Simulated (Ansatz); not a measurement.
The starting structures come from a database of crystals and need not be the phases stable at ambient conditions.

The decay constant κ of evanescent states in the gap governs leakage through a thin film.

Data:

```
CdMgTe2
1.0
    4.70589     0.00000     0.00000
    0.00000     6.62028     0.00000
    0.00000     0.00000     4.61362
Mg Cd Te
1 1 2
Direct
  0.50000   0.50000   0.50000
  0.00000   0.00000   0.00000
  0.50000   0.74455   0.00000
  0.00000   0.25545   0.50000
```

Space group of this cell: Pmm2. The cell is strained (lengths across the current scaled by 1.02, ions clamped); by PBEsol its mean pressure is -2.1 GPa.

Transport runs along the normal of the first two printed cell vectors.

No gap correction and no spin-orbit coupling; mid-gap values are interpolated between computed energies.

### Question
Compute, with PBEsol (Ansatz, a program for electronic structure), the band gap and the smallest decay constant κ at mid-gap.

### Answer
Gap 1.18 eV on a 6×6×8 mesh; κ = 0.089 1/Å, at the zone centre.
